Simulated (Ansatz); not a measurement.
# Band gap of BaHfS3 (Pnma, No. 62; structure not from a measured cell) at several levels of theory

No measured value is used here.

```
level (code)            value (eV)
-------------------  -------------
LDA (Ansatz)                  1.04
PBEsol (Ansatz)               1.10
r²SCAN+SOC (Ansatz)  1.44 (direct)
HSE06 (Ansatz)                2.02
PBE0 (Ansatz)                 2.67
```

Computed values are for a static lattice. Levels without +SOC have no spin–orbit coupling; where heavier elements are present it shifts gaps, mostly down, and can invert bands.  r²SCAN+SOC: the gap is read on the k mesh or supercell of the run alone and can be too large. Values are at the PBEsol cell. Cutoffs and k meshes differ between the levels. Ansatz's density-functional and Hartree–Fock values are scalar-relativistic unless marked +SOC, with PAW data made under PBE.

Ansatz is a quantum-chemistry and plane-wave program.
